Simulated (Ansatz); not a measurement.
**Response to strain in Cu**

The reference is Cu in the fcc (Cu type) structure (space group Fm-3m, No. 225; relaxed with 0.1 eV smearing).

```xyz
1
Lattice="0.0000 1.7884 1.7884 1.7884 0.0000 1.7884 1.7884 1.7884 0.0000" Properties=species:S:1:pos:R:3 pbc="T T T"
Cu     0.0000     0.0000     0.0000
```

Cartesian axes are those of the cell as printed.

Strains are applied to the cell and any free atomic positions relax; under biaxial strain the out-of-plane vector relaxes too.

Level of theory: DFT with r2SCAN, PAW potentials and a 500 eV plane-wave cutoff in Ansatz (a first-principles code), without spin-orbit coupling.

| biaxial strain, plane normal [001], relaxed out of plane (%) | out-of-plane strain (%) |
|---|---|
| -3 | 4.09 |
| -2.5 | 3.42 |
| -2 | 2.75 |
| -1.5 | 2.07 |
| -1 | 1.39 |
| -0.5 | ? |
| 0 | 0.00 |

### Question
Fit ε⊥ = −νε + γε² (strains in %) to the rows shown and predict the withheld row.

### Answer
Least squares on the printed values gives ν = 1.40 (the biaxial Poisson response) and γ = -0.012 (largest residual 0.00 %); this predicts 0.70 %, and the run gives 0.70 %, in agreement.

Stability against distortions was not tested. The final runs are not spin-polarised.
